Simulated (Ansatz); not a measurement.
Partial pair distribution functions of a relaxed model of amorphous Ga24O37Mg, broadened by 0.06 Å; density 4.94 g/cm³. These are PBE, scalar-relativistic without spin-orbit coupling (plane waves to 420 eV, PAW; Ansatz, a program for electronic structure) values and carry that method's errors.

It comes from a melt-quench run on a machine-learned potential (CHGNet), relaxed afterwards by DFT. O atoms were pushed apart under 1.9 Å during the dynamics, to hinder bonds among them. The hot cell started wider than the set density and was brought back towards it in steps. It is the lowest in DFT energy of 2 quenches. It is a model cell: composition and starting density were chosen by hand, and all elements were melted together. No dispersion term was used. Its density started from a set value of 4.94 and ended at 4.94 g/cm³. The simulated quench (nominally 280 K/ps over its main leg) is rapid and tends to freeze in more defects than a deposited or slowly cooled glass has. A cell of this size samples the disorder only roughly. The volume was held where the preparation left it and the shape relaxed, at a PBE pressure of 0.5 GPa. Stress components on the final sampling reach 0.6 GPa.

```json
[
 {"r (Å)": "1.60", "g Ga-O": "0.00", "g O-Mg": "0.00", "g Ga-Ga": "0.00", "g O-O": "0.00"},
 {"r (Å)": "1.70", "g Ga-O": "0.23", "g O-Mg": "0.00", "g Ga-Ga": "0.00", "g O-O": "0.00"},
 {"r (Å)": "1.80", "g Ga-O": "4.21", "g O-Mg": "0.01", "g Ga-Ga": "0.00", "g O-O": "0.00"},
 {"r (Å)": "1.90", "g Ga-O": "9.39", "g O-Mg": "0.72", "g Ga-Ga": "0.00", "g O-O": "0.00"},
 {"r (Å)": "2.00", "g Ga-O": "4.62", "g O-Mg": "6.62", "g Ga-Ga": "0.00", "g O-O": "0.00"},
 {"r (Å)": "2.10", "g Ga-O": "1.07", "g O-Mg": "6.86", "g Ga-Ga": "0.00", "g O-O": "0.00"},
 {"r (Å)": "2.20", "g Ga-O": "0.34", "g O-Mg": "1.36", "g Ga-Ga": "0.00", "g O-O": "0.00"},
 {"r (Å)": "2.30", "g Ga-O": "0.16", "g O-Mg": "0.03", "g Ga-Ga": "0.00", "g O-O": "0.00"},
 {"r (Å)": "2.40", "g Ga-O": "0.20", "g O-Mg": "0.00", "g Ga-Ga": "0.00", "g O-O": "0.10"},
 {"r (Å)": "2.50", "g Ga-O": "0.12", "g O-Mg": "0.00", "g Ga-Ga": "0.00", "g O-O": "0.68"},
 {"r (Å)": "2.60", "g Ga-O": "0.05", "g O-Mg": "0.30", "g Ga-Ga": "0.00", "g O-O": "1.44"},
 {"r (Å)": "2.70", "g Ga-O": "0.12", "g O-Mg": "1.49", "g Ga-Ga": "0.13", "g O-O": "1.86"},
 {"r (Å)": "2.80", "g Ga-O": "0.25", "g O-Mg": "0.45", "g Ga-Ga": "1.12", "g O-O": "2.47"},
 {"r (Å)": "2.90", "g Ga-O": "0.22", "g O-Mg": "0.11", "g Ga-Ga": "1.81", "g O-O": "2.60"},
 {"r (Å)": "3.00", "g Ga-O": "0.35", "g O-Mg": "1.01", "g Ga-Ga": "1.58", "g O-O": "2.57"},
 {"r (Å)": "3.10", "g Ga-O": "0.65", "g O-Mg": "0.66", "g Ga-Ga": "2.34", "g O-O": "2.44"},
 {"r (Å)": "3.20", "g Ga-O": "0.83", "g O-Mg": "0.03", "g Ga-Ga": "2.74", "g O-O": "1.64"},
 {"r (Å)": "3.30", "g Ga-O": "0.57", "g O-Mg": "0.00", "g Ga-Ga": "2.61", "g O-O": "1.44"},
 {"r (Å)": "3.40", "g Ga-O": "0.56", "g O-Mg": "0.02", "g Ga-Ga": "2.42", "g O-O": "1.02"},
 {"r (Å)": "3.50", "g Ga-O": "0.76", "g O-Mg": "0.47", "g Ga-Ga": "2.05", "g O-O": "0.83"},
 {"r (Å)": "3.60", "g Ga-O": "0.74", "g O-Mg": "1.71", "g Ga-Ga": "1.45", "g O-O": "0.60"},
 {"r (Å)": "3.70", "g Ga-O": "0.91", "g O-Mg": "2.26", "g Ga-Ga": "0.60", "g O-O": "0.63"},
 {"r (Å)": "3.80", "g Ga-O": "1.18", "g O-Mg": "0.92", "g Ga-Ga": "0.42", "g O-O": "0.65"},
 {"r (Å)": "3.90", "g Ga-O": "1.03", "g O-Mg": "0.66", "g Ga-Ga": "0.49", "g O-O": "0.50"},
 {"r (Å)": "4.00", "g Ga-O": "1.46", "g O-Mg": "0.88", "g Ga-Ga": "0.46", "g O-O": "0.49"},
 {"r (Å)": "4.10", "g Ga-O": "1.50", "g O-Mg": "1.26", "g Ga-Ga": "0.70", "g O-O": "0.60"},
 {"r (Å)": "4.20", "g Ga-O": "1.47", "g O-Mg": "0.95", "g Ga-Ga": "0.69", "g O-O": "0.61"},
 {"r (Å)": "4.30", "g Ga-O": "1.53", "g O-Mg": "1.49", "g Ga-Ga": "0.63", "g O-O": "0.63"},
 {"r (Å)": "4.40", "g Ga-O": "1.72", "g O-Mg": "1.19", "g Ga-Ga": "0.54", "g O-O": "0.58"},
 {"r (Å)": "4.50", "g Ga-O": "1.65", "g O-Mg": "1.43", "g Ga-Ga": "0.68", "g O-O": "0.55"}
]
```

Within 2.54 Å each Ga has 4.58 O neighbours on average.
